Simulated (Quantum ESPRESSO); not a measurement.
Quantum ESPRESSO run on Ba (Im-3m, 1 atom in the cell): self-consistent single point.

Level of theory: PBE, spin-orbit coupling, PseudoDojo fully relativistic norm-conserving (PBE) pseudopotentials (plane waves; Quantum ESPRESSO 7.5).

```
CELL_PARAMETERS angstrom
     -2.53435     2.53435     2.53435
      2.53435    -2.53435     2.53435
      2.53435     2.53435    -2.53435
ATOMIC_POSITIONS crystal
  Ba 0.00000 0.00000 0.00000
```

Reference input (self-consistent single point, DFT, PBE, plane waves, PseudoDojo standard norm-conserving (PBE) pseudopotentials): ecutwfc = 60 Ry; occupations = smearing; smearing = fd; degauss = 0.0073499 Ry; potentials = {Ba: Ba.upf}; K_POINTS = automatic 9 9 9 0 0 0; conv_thr = 1e-09 Ry; mixing_beta = 0.4. This run's input differs from it in these lines:

```diff
@@ -17,2 +17,4 @@
     degauss = 0.0073499
+    noncolin = .true.
+    lspinorb = .true.
 /
```

Its files differ too (potentials: PseudoDojo fully relativistic norm-conserving (PBE)).

Output, abridged:

```
     Self-consistent Calculation

     iteration #  1     ecut=    60.00 Ry     beta= 0.40

     Threshold (ethr) on eigenvalues was too large:
     Diagonalizing with lowered threshold

     c_bands:  1 eigenvalues not converged
     c_bands:  1 eigenvalues not converged
     c_bands:  1 eigenvalues not converged
     c_bands:  1 eigenvalues not converged
     c_bands:  1 eigenvalues not converged
     c_bands:  2 eigenvalues not converged

     total energy              =     -56.02762594 Ry
     estimated scf accuracy    <       0.00083582 Ry

     iteration #  2     ecut=    60.00 Ry     beta= 0.40

     total energy              =     -56.02779791 Ry
     estimated scf accuracy    <       0.00030434 Ry

     iteration #  3     ecut=    60.00 Ry     beta= 0.40
     c_bands:  1 eigenvalues not converged

     total energy              =     -56.02782916 Ry
     estimated scf accuracy    <       0.00000763 Ry

   [... 9 blocks of this kind left out ...]

     iteration # 13     ecut=    60.00 Ry     beta= 0.40

     total energy              =     -56.02783751 Ry
     estimated scf accuracy    <          2.6E-09 Ry

     iteration # 14     ecut=    60.00 Ry     beta= 0.40
     End of self-consistent calculation

     the Fermi energy is     5.6466 ev

!    total energy              =     -56.02783751 Ry
     estimated scf accuracy    <          7.2E-10 Ry
     smearing contrib. (-TS)   =      -0.00337912 Ry
     internal energy E=F+TS    =     -56.02445839 Ry

     convergence has been achieved in  14 iterations

     Forces acting on atoms (cartesian axes, Ry/au):

     atom    1 type  1   force =     0.00000000    0.00000000    0.00000000

     Total force =     0.000000     Total SCF correction =     0.000000

          total   stress  (Ry/bohr**3)                   (kbar)     P=       -2.26
  -0.00001537  -0.00000000  -0.00000000           -2.26       -0.00       -0.00
  -0.00000000  -0.00001537  -0.00000000           -0.00       -2.26       -0.00
  -0.00000000  -0.00000000  -0.00001537           -0.00       -0.00       -2.26

   JOB DONE.
```

The run converged in 14 iterations. Against the reference run the pressure hardly changes (-0.22 to -0.23 GPa). The full log also holds: “c_bands:  2 eigenvalues not converged”.

The starting cell has typed, rounded lattice constants, without a prior relaxation at this level. Its lattice was rescaled by a random factor within 2.5 % of one.

Cost on one core of a shared machine: roughly 2 min.
